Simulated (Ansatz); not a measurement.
Start from InP in the zinc blende structure (space group F-43m, No. 216; a = 5.907 Å).

Method: r2SCAN, PAW, 500 eV (Ansatz, a program for electronic structure; spin-orbit coupling left out).

For the base:

| Quantity | Result |
|---|---|
| Electron mass | 0.074 mₑ (at Γ) |

Perturbation: an isotropic linear strain of −2.00 %; the atoms relax in the strained cell.

Task: How does this affect the electron mass?

Result: The electron mass goes from 0.074 mₑ (at Γ) to 0.094 mₑ (at Γ).

Task: What happens to the energy relative to the base?

Result: The energy grows by 21 meV/atom.

The levels and masses belong to the bands next to the band gap. Masses are band curvatures over ±0.01 Å⁻¹ around the edge. Stability against distortions was not tested.
